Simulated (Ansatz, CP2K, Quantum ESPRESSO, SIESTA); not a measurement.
## Code comparison for Cu2As (P1, 6 atoms in the cell)

Self-consistent single point, at a second geometry (atoms moved at random). First geometry:

```
Cu2As
1.0
    3.73659     0.00000     0.00000
    0.00000     3.73659     0.00000
    0.00000     0.00000     5.82176
Cu As
4 2
Direct
  0.50000   0.50000   0.00000
  0.00000   0.00000   0.00000
  0.50000   0.00000   0.29996
  0.00000   0.50000   0.70004
  0.50000   0.00000   0.71301
  0.00000   0.50000   0.28699
```

Second geometry:
```xyz
6
Lattice="3.7366 0.0000 0.0000 0.0000 3.7366 0.0000 0.0000 0.0000 5.8218" Properties=species:S:1:pos:R:3 pbc="T T T"
Cu     1.8390     1.9497     0.0079
Cu    -0.0295     0.0468    -0.0169
Cu     1.8887    -0.0542     1.8064
Cu     0.0333     1.8284     4.0307
As     1.9047     0.0121     4.1390
As    -0.0313     1.8221     1.6765
```

Shared settings, as Ansatz (a program for electronic structure) writes them: kpoints.mp_grid.grid = 7 7 5; scf.occupations.method = fermi_dirac; scf.occupations.width = 0.1 eV. Potentials and cutoffs stand in the table.

```
code                                                                                                                                      model  ΔF from the first geometry (meV/atom)  pressure (GPa)  largest force (eV/Å)       cutoff
----------------  -----------------------------------------------------------------------------------------------------------------------------  -------------------------------------  --------------  --------------------  -----------
CP2K                                                                 PBEsol, GPW, DZVP-MOLOPT-SR-GTH basis, GTH-PBE potentials (GTH_POTENTIALS)                                   12.2            5.54                 0.588  grid 600 Ry
Ansatz                                                                                                  PBEsol, default PAW files made with PBE                                   10.6            1.68                 0.465       420 eV
SIESTA            GGA PBEsol, numerical atomic orbitals DZP, PseudoDojo PBEsol standard norm-conserving potentials (rewritten from UPF to PSML)                                   11.1            2.98                 0.570  grid 300 Ry
Quantum ESPRESSO                                                                             PBEsol, PSlibrary ultrasoft (PBE) pseudopotentials                                   11.9            1.61                 0.537        50 Ry
```

Size of the force on each atom (eV/Å): Sizes of forces hide their directions.

| code | Cu1 | Cu2 | Cu3 | Cu4 | As5 | As6 |
|---|---|---|---|---|---|---|
| CP2K | 0.391 | 0.360 | 0.588 | 0.457 | 0.271 | 0.291 |
| Ansatz | 0.360 | 0.314 | 0.465 | 0.340 | 0.288 | 0.279 |
| SIESTA | 0.312 | 0.320 | 0.570 | 0.436 | 0.224 | 0.279 |
| Quantum ESPRESSO | 0.371 | 0.332 | 0.537 | 0.404 | 0.294 | 0.286 |

No clean gap comes from CP2K, Ansatz, SIESTA and Quantum ESPRESSO: levels at the Fermi energy touch, overlap or are partly filled at this smearing.

On Ansatz's run: spin polarisation is off.

The spread over the programs that give each value: ΔF from the first geometry within 1.6 meV/atom; pressure within 3.93 GPa; largest force within 0.123 eV/Å.

CP2K and SIESTA use small atom-centred bases, whose incompleteness enters pressures, forces and empty levels differently from a plane-wave cutoff. Ansatz's pressure is given at a fixed set of plane waves, as the other plane-wave codes print theirs; with its correction for the finite basis it is 1.77 GPa. In the pressure, CP2K (by 3.89) and SIESTA (by 1.33) lie more than 1 GPa from the median of the plane-wave programs. In the force vectors, CP2K (by 0.088) and SIESTA (by 0.186) lie more than 0.08 eV/Å from the median of the plane-wave programs.

The starting cell comes from a database of computed structures (which also holds hypothetical and non-ambient phases and stackings), without a prior relaxation at this level. Its lattice was rescaled by a random factor within 2.5 % of one. For this run, on top of that: atoms moved at random.

Keys are those of Ansatz 0.2.
